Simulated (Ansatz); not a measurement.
B interstitial started as a split pair with C in diamond (start: split with C along <100>; 64-site cell, 2×2×2 shifted sampling). Method: PBE, PAW (plane waves to 420 eV; Ansatz, a quantum-chemistry and plane-wave program). Total energies of the localised charge states, counted from that of charge +1, and their image corrections (point charge with alignment); the host's valence-band maximum lies at 13.244 eV on the cells' energy zero and its gap is 4.13 eV.

```
charge         moment (μB)  E − E(first) (eV)  correction (eV)
------  ------------------  -----------------  ---------------
+1      not spin-polarised              0.000            0.652
0                      1.0             15.087            0.000
−1                     0.0             31.870            0.183
```

Question: Derive the transition levels above the valence-band maximum and say which of them are thermodynamic.

Answer: A level is the Fermi energy at which two charges have equal formation energy: ε(q/q′) = [E(q′) + corr(q′) − E(q) − corr(q)] / (q − q′) − E_VBM.
ε(+1/0) = [(15.087 + 0.000) − (0.000 + 0.652)] / 1 − 13.244 = 1.19 eV
ε(0/−1) = [(31.870 + 0.183) − (15.087 + 0.000)] / 1 − 13.244 = 3.72 eV
Thermodynamic levels at least 0.1 eV inside the gap: (+1/0) at 1.19 eV; (0/−1) at 3.72 eV. They hold to tenths of an eV in this cell. Only the charges listed were compared. At charge +2 the carrier sat in host band states, shallow at most. The geometries come from one start.
